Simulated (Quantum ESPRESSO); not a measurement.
Quantum ESPRESSO run on Zr4BN3 (Pm-3m, 8 atoms in the cell): self-consistent single point.

Method of the run: PBEsol, PseudoDojo standard norm-conserving (PBESOL) pseudopotentials (plane waves; Quantum ESPRESSO).

```yaml
crystal:
  lattice:
    - [4.65860, 0.00000, 0.00000]
    - [0.00000, 4.65860, 0.00000]
    - [0.00000, 0.00000, 4.65860]
  atoms:
    - { symbol: Zr, position: [0.50000, 0.00000, 0.00000] }
    - { symbol: Zr, position: [0.00000, 0.50000, 0.00000] }
    - { symbol: Zr, position: [0.00000, 0.00000, 0.50000] }
    - { symbol: Zr, position: [0.50000, 0.50000, 0.50000] }
    - { symbol: B, position: [0.00000, 0.00000, 0.00000] }
    - { symbol: N, position: [0.00000, 0.50000, 0.50000] }
    - { symbol: N, position: [0.50000, 0.00000, 0.50000] }
    - { symbol: N, position: [0.50000, 0.50000, 0.00000] }
```

Reference input (self-consistent single point, DFT, PBEsol, plane waves, PseudoDojo standard norm-conserving (PBESOL) pseudopotentials): ecutwfc = 85 Ry; occupations = smearing; smearing = fd; degauss = 0.0073499 Ry; potentials = {Zr: Zr.upf, B: B.upf, N: N.upf}; K_POINTS = automatic 7 7 7 0 0 0; conv_thr = 1e-10 Ry. This run's input differs from it in these lines:

```diff
@@ -34,3 +34,3 @@
 K_POINTS {automatic}
-7 7 7  0 0 0
+6 6 6  0 0 0
 CELL_PARAMETERS {angstrom}
```

The program printed (abridged):

```
     Self-consistent Calculation

     iteration #  1     ecut=    85.00 Ry     beta= 0.70

---- Real-time Memory Report at c_bands before calling an iterative solver
           199 MiB given to the printing process from OS
           168 MiB allocation reported by mallinfo(arena+hblkhd)
------------------

     total energy              =    -472.44793810 Ry
     estimated scf accuracy    <       2.23337393 Ry

     iteration #  2     ecut=    85.00 Ry     beta= 0.70

---- Real-time Memory Report at c_bands before calling an iterative solver
           214 MiB given to the printing process from OS
   [... lines left out ...]

---- Real-time Memory Report at c_bands before calling an iterative solver
           236 MiB given to the printing process from OS
           219 MiB allocation reported by mallinfo(arena+hblkhd)
------------------

     total energy              =    -473.62716964 Ry
     estimated scf accuracy    <          1.4E-09 Ry

     iteration # 16     ecut=    85.00 Ry     beta= 0.70

---- Real-time Memory Report at c_bands before calling an iterative solver
           236 MiB given to the printing process from OS
           219 MiB allocation reported by mallinfo(arena+hblkhd)
------------------
     End of self-consistent calculation

     the Fermi energy is    16.2993 ev

!    total energy              =    -473.62716964 Ry
     estimated scf accuracy    <          5.6E-11 Ry
     smearing contrib. (-TS)   =      -0.00551893 Ry
     internal energy E=F+TS    =    -473.62165071 Ry

     convergence has been achieved in  16 iterations

     Forces acting on atoms (cartesian axes, Ry/au):

     atom    1 type  1   force =     0.00000000    0.00000000    0.00000000
   [... zero for the other atoms too ...]

     Total force =     0.000000     Total SCF correction =     0.000000

          total   stress  (Ry/bohr**3)                   (kbar)     P=      -55.25
  -0.00037559   0.00000000   0.00000000          -55.25        0.00        0.00
   0.00000000  -0.00037559   0.00000000            0.00      -55.25        0.00
   0.00000000   0.00000000  -0.00037559            0.00        0.00      -55.25

   JOB DONE.
```

The run converged in 16 iterations. Against the reference run the free energy drops by 3.3 meV/atom and the pressure hardly changes (-5.52 to -5.53 GPa). The full log also holds: “c_bands:  1 eigenvalues not converged”.

The starting cell comes from a database of computed structures (which also holds hypothetical and non-ambient phases and stackings), without a prior relaxation at this level. With a pressure of about -6 GPa the cell is away from its equilibrium volume at this level.

Cost on one core of a shared machine: roughly 2 min.
